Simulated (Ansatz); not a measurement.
# BeAl3 (model structure, started from the Cu3Au type, Pm-3m, No. 221, 4 atoms in the cell): properties by level of theory

```
level (code)     lattice parameter a (Å)  bulk modulus (GPa)  cohesive energy (eV/atom)
---------------  -----------------------  ------------------  -------------------------
LDA (Ansatz)                       3.828                94.8                       3.89
PBE (Ansatz)                       3.882                88.3                       3.35
PBEsol (Ansatz)                    3.861                91.7                       3.69
r²SCAN (Ansatz)                    3.853                97.7                       3.49
```

Caveats: the bulk modulus is −V dP/dV from two relaxed cells at ±2 % in volume (LDA, PBE, PBEsol, r²SCAN). Ansatz's density-functional and Hartree–Fock values are scalar-relativistic unless marked +SOC, with PAW data made under PBE.

Free atoms are spin-polarised, in the lowest state found; at levels without +SOC their spin–orbit coupling is left out.

A model structure was made by putting elements into a prototype or built by hand; it is no filed structure, need not be a known phase, and can be a saddle point held by its symmetry.

Ansatz is a first-principles code.
